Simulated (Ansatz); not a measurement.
Cell and atoms of amorphous In24O39Lu2:

```
In24Lu2O39
1.0
    9.45480    -0.15142    -0.12219
   -0.15142     9.71446    -0.02759
   -0.12219    -0.02759     9.75618
In O Lu
24 39 2
Cartesian
  3.21851   9.35803   9.02160
  0.56439   0.45727   6.92044
  6.86935   1.81849   8.46148
  4.98747   4.34914   3.29664
  7.39003   2.95236   1.69513
  3.53617   3.36143   0.34175
  3.74165   0.98205   2.59544
  8.19890   4.98499   4.11022
  0.27978   8.73568   3.69360
  0.59084   7.72183   0.37172
  3.48869   6.97909   1.96552
  0.48483   3.94356   7.70873
  2.33418   5.72982   4.87844
 -0.19428   7.00392   6.79598
  6.16011   8.17719   7.66017
  7.25158   5.74844   0.05177
  3.44126   8.98607   5.59375
  0.92825   4.75736   1.79878
  0.74351   2.31726   4.20910
  3.45100   6.01389   8.09945
  6.34533   9.25364   1.07592
  3.60121   2.50339   6.30471
  6.26917   4.50548   6.70475
  6.15412   7.46239   4.04781
  8.20248   8.55566   7.14572
  6.17905   5.43860   4.81149
  6.52178   9.35664   3.11606
  8.89768   0.69227   4.90729
  3.82393   3.90600   8.11276
  5.04421   2.70014   1.88673
  1.03860   9.34786   8.87480
  5.54334   0.19634   8.82558
  2.82907   1.40857   0.65789
  1.30079   6.89032   2.33295
  5.75941   6.02275   7.99224
  6.01405   2.42982   6.59877
  1.39563   2.64495   6.21643
  0.18402   2.70297   2.20880
 -0.06818   9.23899   1.67439
  5.52009   6.25391   2.26860
  4.42757   1.17899   4.61741
  8.21073   4.99806   1.86600
  1.25252   3.70275   9.67298
  8.40340   4.77085   6.38554
  9.09345   6.00445   8.82894
  3.77136   4.18051   5.02990
  3.90541   7.93153   7.44990
  8.98333   1.82358   8.07395
  3.61496   7.27280   4.20209
  1.64842   5.72129   6.88853
  7.70509   1.20263   0.62673
  7.09316   3.04922   3.78502
  5.72260   8.81633   5.65625
  8.35660   7.10284   4.38824
  6.71547   3.69553   9.45850
  4.18673   8.99109   1.42605
  0.80201   4.56658   4.04710
  2.97867   0.69697   7.13542
  3.13661   4.72771   1.98577
  1.24265   8.37084   5.66621
  7.13537   7.77928  -0.06783
  2.76630   7.10291  -0.03932
  1.94458   0.64189   3.64098
  0.54502   1.34551   0.50270
  6.69728   1.04651   4.78117
```

Methods: PBE, scalar-relativistic without spin-orbit coupling (Ansatz, a first-principles code); r2SCAN, scalar-relativistic without spin-orbit coupling (Ansatz); HSE06, scalar-relativistic without spin-orbit coupling (Ansatz). Neutral PBE cell, which sets geometry, pressure and energy: sampling: a 2×2×2 Γ-centred mesh; Fermi-Dirac width 0.02 eV; no spin polarisation. Exact exchange is cut at the faces of this 9 Å cell, which leaves hybrid gaps a finite-size error.

A CHGNet melt-quench gave the starting glass, which DFT then relaxed. O atoms were pushed apart under 1.9 Å during the dynamics, to hinder bonds among them. The hot cell started wider than the set density and was brought back towards it in steps. It is the lowest in DFT energy of 2 quenches. It is a model cell: composition and starting density were chosen by hand, and all elements were melted together. No dispersion term was used. Its density started from a set value of 6.73 and ended at 6.91 g/cm³. Cooling (nominally 280 K/ps over its main leg) ran many orders faster than in experiment, which tends to leave more defects and strain. One small periodic cell is one sample of the glass; other quenches scatter about these values. Volume and shape were free in the relaxation. Cycles of charging lowered its energy after that relaxation.

Problem. Give the pressure and the spacing of the highest filled and lowest empty levels.

Solution. 
* **Pressure on a 2×2×2 Γ-centred mesh**: 0.24 GPa
* **Largest force and stress component on that mesh (the relaxation ran on the zone centre alone)**: 0.11 eV/Å and 0.9 GPa
* **Level gap on a 2×2×2 Γ-centred mesh (PBE)**: 0.38 eV
* **Level gap at the zone centre (PBE)**: 0.36 eV
* **Level gap at the zone centre (r2SCAN)**: 0.81 eV
* **Level gap at the zone centre (HSE06)**: 1.80 eV
* **Distance between the nearest levels spread over more than a fifth of the atoms or a third of the atoms of their main element (six at least) (PBE, zone centre)**: 0.64 eV

Problem. At PBE and the zone centre, how localised are the states just below and above the Fermi level (participation number: the atoms over which a state spreads)?

Solution. The highest filled state is spread over 2.6 atoms' worth, largest on O25, with weights by element (charge in smoothed Voronoi cells) O 0.96, In 0.04, Lu 0.00. The lowest empty state is spread over 60.8 atoms' worth, largest on In13, with weights by element (charge in smoothed Voronoi cells) O 0.56, In 0.42, Lu 0.02.

At PBE the levels at the filled edge of the gap are localised (band-tail or defect states), and the nearest spread-out levels lie 0.6 eV apart at the zone centre.

Neighbours within In-In 3.12 Å, In-O 2.68 Å, In-Lu 3.62 Å, O-O 1.58 Å, O-Lu 2.78 Å, Lu-Lu 4.11 Å count as bonded. Two cations that share two anions don't count as bonded, nor two that share one unless they lie closer than In-In 3.04 Å, In-Lu 3.52 Å, Lu-Lu 4.00 Å.
